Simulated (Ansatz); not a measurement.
Structures of equal composition on the (111)A surface of 3C silicon carbide (Si plane on top): (√3x√3)R30° Au adatom at H3; (√3x√3)R30° Au adatom at T4. The slabs share one bottom face, and each structure is named by its start. These are constructed structures in small cells; real faces may alloy, dewet or reconstruct in larger ones, and not all known structures of the face are among them. Slabs of about 10 Å with all that they carry, Fermi-Dirac smearing of 0.025 eV. Bottom of the slabs: H caps. Relaxed from the named starts with such symmetry as they have, on meshes of like density; energies extrapolated to zero smearing; no spin-orbit coupling, no U. Spin-polarised runs, if any, are marked in brackets, and their order is one that fits the cell; the others ran without spin. Where a second, spin-polarised start was run, the lower counts.

Host crystal: 3C silicon carbide, with a band gap (PBE, scalar-relativistic without spin-orbit coupling).

Method: PBE (plane waves to 420 eV, PAW; Ansatz, a program for electronic structure).

Problem. Order them by energy per 1x1 cell (lowest first) at the level PBE.

Solution. (√3x√3)R30° Au adatom at H3 (0.000 eV, no gap over 0.04 eV on the mesh), (√3x√3)R30° Au adatom at T4 (0.034 eV, no gap over 0.04 eV on the mesh)
